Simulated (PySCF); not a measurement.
PySCF 2.14.0, B3LYP/def2-svpd, df: diethyl sulfide (CCSCC), 15 atoms. The geometry is a generated start, not checked to be a minimum at this level.

```json
{
  "task": "energy",
  "method": "b3lyp",
  "basis": "def2-svpd",
  "two_electron_scheme": "density fitting",
  "mol.max_memory": "3000 MB",
  "mf.max_cycle": "100",
  "mf.DIIS": "CDIIS (default)",
  "mf.conv_tol": "1e-09 (default)",
  "mf.grids.level": "3 (default)",
  "basis_functions": "187",
  "grid_points": "173432"
}
```

```xyz
15

C      2.5667    -0.1146     0.1152
C      1.1151     0.1786    -0.2099
S      0.0524    -0.2951     1.2050
C     -1.5476     0.3843     0.6504
C     -2.1684    -0.4058    -0.4856
H      2.8782     0.4443     0.9943
H      3.2013     0.1630    -0.7237
H      2.6994    -1.1746     0.3200
H      0.9592     1.2435    -0.3903
H      0.7908    -0.3916    -1.0810
H     -1.3852     1.4274     0.3746
H     -2.1798     0.3470     1.5374
H     -2.2728    -1.4509    -0.2042
H     -1.5560    -0.3491    -1.3831
H     -3.1533    -0.0062    -0.7191
```

With the defaults (mf.diis = true, mf.diis_space = 8, mf.init_guess = minao, mf.level_shift = 0, mf.diis_damp = 0, newton = off) it converges in 12 Fock builds. One run each on 2 threads, 1 BLAS thread, with these changes:
- mf.init_guess = huckel
- mf.diis_space = 12
- mf.diis = false
- mf.level_shift = 0.3 Hartree
- mf.init_guess = atom
- mf.diis_damp = 0.3
- mf.diis_space = 3
- newton = Hessian by the SCF's own integrals
- mf.init_guess = mod_huckel

Question: Which runs fail or end elsewhere than the default run?

Answer: No convergence: mf.diis = false (the run ends without SCF convergence in 100 cycles). The rest reach the solution of the defaults.

```tsv
setting	Fock builds	end
mf.diis_damp = 0.3	11	same solution
the defaults	12	same solution
mf.init_guess = atom	12	same solution
mf.diis_space = 12	12	same solution
mf.diis_space = 3	14	same solution
mf.init_guess = huckel	14	same solution
mf.init_guess = mod_huckel	14	same solution
mf.level_shift = 0.3 Hartree	15	same solution
newton = Hessian by the SCF's own integrals	25	same solution
mf.diis = false	101	no convergence
```

Under newton the count holds the products with the orbital Hessian.
